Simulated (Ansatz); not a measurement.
End structure of a constructed model of the (0001) surface of hcp Ti, a layer of Nb in place of the second plane (bottom of the slab: a bare face, its two planes held):

```yaml
crystal:
  lattice:
    - [2.93864, 0.00000, 0.00000]
    - [-1.46932, 2.54493, 0.00000]
    - [0.00000, 0.00000, 28.00000]
  atoms:
    - { symbol: Ti, position: [0.66667, 0.33333, 0.29149] }
    - { symbol: Ti, position: [0.33333, 0.66667, 0.37455] }
    - { symbol: Ti, position: [0.66667, 0.33333, 0.45888] }
    - { symbol: Ti, position: [0.33333, 0.66667, 0.54210] }
    - { symbol: Nb, position: [0.66667, 0.33333, 0.62870] }
    - { symbol: Ti, position: [0.33333, 0.66667, 0.71228] }
```

Slab: 6 atoms, 11.7 Å thick at the start; k 15x15x1, smearing 0.1 eV, dipole-corrected; 2 atoms held, the rest relaxed; held to the start's symmetry, so lower structures may exist; no spin, no spin-orbit, no U. It is one candidate, not shown to be the stable structure of the face.

Q: Predict the work function of the top face from Ansatz (a program for electronic structure) with PBE.

A: 4.28 eV
